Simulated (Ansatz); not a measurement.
Consider Rh in the fcc (Cu type) structure (space group Fm-3m, No. 225; a = 3.800 Å). Axes: x, y, z lie along the cube axes.

Method: r2SCAN in Ansatz (plane waves to 500 eV, PAW, no SOC).

For the base:

| Property | Result |
|---|---|
| Pressure | 0.0 GPa |

Now apply this change: the cell is compressed by 3.88 % along y with no lateral relaxation; the atoms relax in the strained cell.

Q: How does this affect the energy relative to the base and pressure?

A: The energy goes up by 31 meV/atom; the pressure (mean of the normal stresses, compression positive) goes from zero to 12.6 GPa.

Without a gap, meshes like the base's 21×21×21 leave anisotropic stresses uncertain by several tenths of a GPa, and small strain energies with them. Stability against distortions was not tested. All final runs are without spin polarisation.

Ansatz is a quantum-chemistry and plane-wave program.
